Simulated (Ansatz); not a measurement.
The reference is Mo in the bcc (W type) structure (space group Im-3m, No. 229; a = 3.1506 Å).

The values are results of r2SCAN (Ansatz, an electronic-structure program; PAW; 500 eV plane waves; without spin-orbit coupling), not measurements.

Before the change:

| Quantity | Value |
|---|---|
| Volume per atom | 15.64 Å³ |

The change: full substitution Mo → Sb, then cell and atoms are relaxed.

Q: Estimate the effect on the volume per atom.

A: The volume per atom grows by 11.32 Å³ to 26.96 Å³.

No phonon test of stability was made. For Sb in this form, whether it has been made was not checked. The final runs are not spin-polarised. This is not the structure that Sb has at room temperature and ambient pressure.
